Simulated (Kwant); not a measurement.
Model system: In0.53Ga0.47As/In0.52Al0.48As stack with 1 barrier. One parabolic valley. Leads of mass 0.041 mₑ with the band edge at 0; grid 0.1 nm; bias swept from 0.0208 to 0.44254 V, dropping linearly over the stack. Emitter Fermi level 0.066 eV, 300 K, equal in the collector.

| layer | thickness (nm) | band offset (eV) | mass (mₑ) |
|---|---|---|---|
| 1 | 4.9 | 0.52 | 0.075 |

The device is made up for the run: typed textbook-type constants, with dimensions and the other settings drawn at random.

Kwant, one-band effective-mass tight-binding model in one dimension, coherent, no space charge, current by the Tsu-Esaki formula.

Sweep values stay those of the base run.

The thickness of the first barrier was swept, all else fixed.

| thickness of the first barrier (nm) | J (A/cm²) at bias = 0.4425 V | J (A/cm²) at bias = 0.1262 V | J (A/cm²) at bias = 0.3371 V | J (A/cm²) at bias = 0.2317 V |
|---|---|---|---|---|
| 2.9 | 67800 | 28000 | 52200 | 39600 |
| 3.9 | 17300 | 4830 | 11500 | 7680 |
| 4.9 | 4490 | 836 | 2580 | 1500 |
| 5.9 | 1210 | 146 | 592 | 298 |
| 6.9 | 346 | 26.0 | 140 | 60.4 |

From the first row to the last the J at bias = 0.4425 V goes from 67800 to 346. From the first row to the last the J at bias = 0.1262 V goes from 28000 to 26.0.
